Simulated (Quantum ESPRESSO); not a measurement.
**How far to go with the k-point mesh at a smearing width of 0.02 eV: Pb (Fm-3m, 1 atom in the cell)**

```xyz
1
Lattice="-2.4676 0.0000 2.4676 0.0000 2.4676 2.4676 -2.4676 2.4676 0.0000" Properties=species:S:1:pos:R:3 pbc="T T T"
Pb     0.0000     0.0000     0.0000
```

Method of the run: PBE, GBRV 1.5 ultrasoft (PBE) pseudopotentials (plane waves; Quantum ESPRESSO).

Base settings: ecutwfc = 40 Ry; ecutrho = 200 Ry; occupations = smearing; smearing = gaussian; degauss = 0.0073499 Ry; potentials = {Pb: pb_pbe_v1.uspp.F.UPF}; K_POINTS = automatic 12 12 12 0 0 0; conv_thr = 1e-10 Ry.

In this ladder: degauss = 0.00147 Ry.

Only quantities that move along the ladder and can be compared are tabulated.

The count of work is k-points × plane waves × bands × iterations; it is no time. 

The starting cell has typed, rounded lattice constants, without a prior relaxation at this level. Its lattice was rescaled by up to half a per cent.

Steps (K_POINTS): automatic 4 4 4 0 0 0; automatic 5 5 5 0 0 0; automatic 6 6 6 0 0 0; automatic 7 7 7 0 0 0; automatic 9 9 9 0 0 0; automatic 10 10 10 0 0 0; automatic 13 13 13 0 0 0; automatic 15 15 15 0 0 0; automatic 18 18 18 0 0 0; automatic 22 22 22 0 0 0; automatic 27 27 27 0 0 0.

Task: What is the coarsest K_POINTS that holds the pressure within 0.1 GPa of the last step, with all finer ones?

Result: automatic 22 22 22 0 0 0; the step before is off by 0.11 GPa.

Task: What is the coarsest K_POINTS that holds the free energy within 5 meV/atom of the last step, with all finer ones?

Result: automatic 22 22 22 0 0 0; the step before is off by 5.7 meV/atom.

```csv
K_POINTS,free energy less the last step's (meV/atom),pressure (GPa),count of work / last
automatic 4 4 4 0 0 0,170.43,2.15,0.016
automatic 5 5 5 0 0 0,39.22,2.22,0.018
automatic 6 6 6 0 0 0,104.54,3.59,0.024
automatic 7 7 7 0 0 0,-8.03,3.19,0.036
automatic 9 9 9 0 0 0,-15.66,2.57,0.062
automatic 10 10 10 0 0 0,3.01,2.40,0.084
automatic 13 13 13 0 0 0,2.92,2.69,0.15
automatic 15 15 15 0 0 0,0.15,2.59,0.21
automatic 18 18 18 0 0 0,5.75,2.63,0.30
automatic 22 22 22 0 0 0,0.71,2.74,0.59
automatic 27 27 27 0 0 0,0.00,2.74,1.0
```

Two neighbours can agree and both be off: automatic 10 10 10 0 0 0 and automatic 13 13 13 0 0 0 differ by 0.08 meV/atom in the free energy, yet lie about 2.9 meV/atom from the last step.
